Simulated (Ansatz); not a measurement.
**fluorite-type CoSi2 (0 0 1) on anatase TiO2 (0 0 1) (film strained to the substrate, started from cuts of the bulks and a machine-learned relaxation; slabs Ti8O16 and Co4Si8, which can lie off the formulas)**

A periodic stack without vacuum, fluorite-type CoSi2 (0 0 1) on anatase TiO2 (0 0 1) (film strained to the substrate, started from cuts of the bulks and a machine-learned relaxation; slabs Ti8O16 and Co4Si8, which can lie off the formulas): substrate slab Ti8O16, film Co4Si8, surface cells [[0, 1], [-1, 0]] and [[1, 0], [1, 1]], film strained by +0.2 and +0.2 %, outermost planes O/O and Si/Co as cut, which need not be the usual terminations and can put a slab off its formula.

The start was prepared with a machine-learned potential, and the result is one local minimum, with the in-plane cell held and forces under 0.04 eV/Å; the film can end far from its bulk form.

Level of theory: PBE (plane waves to 420 eV, PAW; Ansatz, a program for electronic structure). Scalar-relativistic, without spin–orbit coupling; the runs are not spin-polarised; PBE gaps are too small against experiment. Its k-point mesh 8×8×1, Fermi–Dirac width 0.05 eV.

The interface area is 14.4 Å² and the period comes out as 30.96 Å. The heights between the nearest atoms of the two slabs at the two interfaces is 1.70 and 1.82 Å, the Si–Ti contacts across the interfaces within 1.22 times the sum of covalent radii is 4, mean 3.05 Å and the Co–Ti contacts across the interfaces within 1.22 times the sum of covalent radii comes out as 2, mean 3.00 Å. The Co–O contacts across the interfaces within 1.22 times the sum of covalent radii is 1, mean 1.82 Å and the O–Si contacts across the interfaces within 1.22 times the sum of covalent radii is 1, mean 1.74 Å. The estimate of the barrier is withheld, since the two interfaces are unlike.

```xyz
36
Lattice="3.7980 -0.0004 -0.0749 -0.0003 3.7986 -0.0370 0.6473 0.3279 30.9472" Properties=species:S:1:pos:R:3 pbc="T T T"
Ti     1.8323     3.4969     1.3360
Ti     3.8890     3.5751     8.5241
O      1.9988     3.5797     8.9777
O      1.8398     1.6014     1.7132
O      3.7225     3.4917     0.8013
O      1.8811     3.5163     3.2833
Ti     3.8372     1.6520     6.1226
Ti     1.8912     1.6205     3.7407
O      3.7969     1.6249     4.1046
O      3.8452     3.5550     6.5139
O      1.9295     1.6473     5.7230
O      3.8812     1.6719     8.1125
Ti     2.0387     3.6110    10.9821
Ti     4.0884     3.6956    18.2723
O      2.1839     3.7034    18.9466
O      2.0467     1.7152    11.4211
O      3.9293     3.6059    10.5199
O      2.0859     3.6306    12.9841
Ti     4.0477     1.7750    15.8153
Ti     2.0947     1.7345    13.4197
O      4.0015     1.7389    13.8077
O      4.0612     3.6767    16.2802
O      2.1350     1.7697    15.4346
O      4.0519     1.7917    17.7898
Co     0.4100     3.7597    24.6798
Co     2.2750     1.8337    21.9323
Co     0.5267     3.8078    30.0048
Co     2.3670     1.8851    27.3488
Si     2.2796     3.7468    23.3377
Si     0.4060     1.8474    23.3548
Si     0.3796     1.8221    20.7717
Si     2.5482     3.7205    20.6432
Si     2.3995     3.7973    28.6894
Si     0.4940     1.8960    28.6761
Si     0.4417     1.8734    26.0489
Si     2.3381     3.7717    26.0046
```
